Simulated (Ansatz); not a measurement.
The parent structure is Zr₃N₄ (space group I-43d, No. 220; a = 6.783 Å).

The values are results of PBE/PAW in Ansatz (a quantum-chemistry and plane-wave program), no SOC, not measurements.

Base values:

- Lattice parameter a = 6.783 Å

Modification: a hydrostatic pressure of 0.3 GPa.

Q: Predict the new lattice parameter a.

A: The lattice parameter a falls by 0.003 Å, from 6.783 Å to 6.780 Å.

Load acts through the strain it causes; cell and atoms are relaxed under it. No phonon test of stability was made.
